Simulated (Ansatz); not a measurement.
# bcc Mo (0 0 1) on zinc-blende GaSb (0 0 1) (film strained to the substrate, started from cuts of the bulks and a machine-learned relaxation; slabs Ga6Sb5 and Mo12, which can lie off the formulas)

A periodic stack without vacuum, bcc Mo (0 0 1) on zinc-blende GaSb (0 0 1) (film strained to the substrate, started from cuts of the bulks and a machine-learned relaxation; slabs Ga6Sb5 and Mo12, which can lie off the formulas): substrate slab Ga6Sb5, film Mo12, surface cells [[1, 0], [1, 1]] and [[-1, 1], [-1, -1]], film strained by -1.7 and -1.7 %, outermost planes Ga/Ga and Mo/Mo as cut, which need not be the usual terminations and can put a slab off its formula.

The start was prepared with a machine-learned potential, and the result is one local minimum, with the in-plane cell held and forces under 0.04 eV/Å; the film can end far from its bulk form.

Computed with PBE (plane waves to 420 eV, PAW; Ansatz, an electronic-structure program). No spin–orbit coupling; the runs are not spin-polarised. Its k-point mesh 7×7×1, Fermi–Dirac width 0.05 eV.

The interface area comes out as 19.3 Å², the period is 25.54 Å and the heights between the nearest atoms of the two slabs at the two interfaces comes out as 1.64 and 1.65 Å. The Ga–Mo contacts across the interfaces within 1.22 times the sum of covalent radii comes out as 10, mean 2.83 Å and the Mo–Sb contacts across the interfaces within 1.22 times the sum of covalent radii is 10, mean 3.05 Å.

```yaml
crystal:
  lattice:
    - [4.38948, -0.01024, 0.18522]
    - [-0.00330, 4.38333, 0.29858]
    - [1.07129, 2.56469, 25.84361]
  atoms:
    - { symbol: Ga, position: [0.05647, 0.11207, 0.13151] }
    - { symbol: Ga, position: [0.12444, 0.20937, 0.03389] }
    - { symbol: Ga, position: [0.94333, 0.87038, 0.37692] }
    - { symbol: Ga, position: [0.50306, 0.48957, 0.25566] }
    - { symbol: Ga, position: [0.33740, 0.13675, 0.59859] }
    - { symbol: Ga, position: [0.38622, 0.25489, 0.50104] }
    - { symbol: Sb, position: [0.61997, 0.69681, 0.04637] }
    - { symbol: Sb, position: [0.97327, 0.43012, 0.31629] }
    - { symbol: Sb, position: [0.52718, 0.04982, 0.19404] }
    - { symbol: Sb, position: [0.84378, 0.64703, 0.58624] }
    - { symbol: Sb, position: [0.41335, 0.81483, 0.43848] }
    - { symbol: Mo, position: [0.77713, 0.51554, 0.72175] }
    - { symbol: Mo, position: [0.27707, 0.01586, 0.72168] }
    - { symbol: Mo, position: [0.80544, 0.07287, 0.66353] }
    - { symbol: Mo, position: [0.30609, 0.57416, 0.66290] }
    - { symbol: Mo, position: [0.71692, 0.39379, 0.84605] }
    - { symbol: Mo, position: [0.21637, 0.89358, 0.84620] }
    - { symbol: Mo, position: [0.74554, 0.95234, 0.78645] }
    - { symbol: Mo, position: [0.24555, 0.45203, 0.78636] }
    - { symbol: Mo, position: [0.65541, 0.27242, 0.96945] }
    - { symbol: Mo, position: [0.15627, 0.77303, 0.96914] }
    - { symbol: Mo, position: [0.68495, 0.83015, 0.91082] }
    - { symbol: Mo, position: [0.18480, 0.33020, 0.91084] }
```
